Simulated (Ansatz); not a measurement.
Amorphous Hf$_{10}$Al$_{10}$O$_{35}$, 55 atoms at 6.62 g/cm³, one PBE-relaxed geometry, zone centre. Methods: PBE, scalar-relativistic without spin-orbit coupling (Ansatz, a quantum-chemistry and plane-wave program); r2SCAN, scalar-relativistic without spin-orbit coupling (Ansatz). Plane waves to 420 eV (r2SCAN 500 eV). At PBE the levels at the filled edge of the gap are localised (band-tail or defect states). All rungs ran without spin polarisation.

Preparation: random packing, a CHGNet melt and quench, and a DFT relaxation. O atoms were pushed apart under 1.9 Å during the dynamics, to hinder bonds among them. The hot cell started wider than the set density and was brought back towards it in steps. It is the lowest in DFT energy of 2 quenches. It is a model cell: composition and starting density were chosen by hand, and all elements were melted together. No dispersion term was used. Its density started from a set value of 6.50 and ended at 6.62 g/cm³. Cooling (nominally 150 K/ps over its main leg) ran many orders faster than in experiment, which tends to leave more defects and strain. Values belong to this one cell and scatter from quench to quench. Volume and shape were free in the relaxation.

The relaxation ran on one k-point at (1/4, 1/4, 1/4). At PBE the level gap is 3.79 eV on a 2×2×2 Γ-centred mesh, and the spacing at the zone centre alone 3.82 eV.

Q: What zone-centre spacing does r2SCAN give, roughly?

A: 4.38 eV (+0.56 eV against PBE).

The highest filled and the lowest empty state spread over these numbers of atoms (participation numbers): PBE: 5.2 and 24.6; r2SCAN: 5.1 and 19.9.
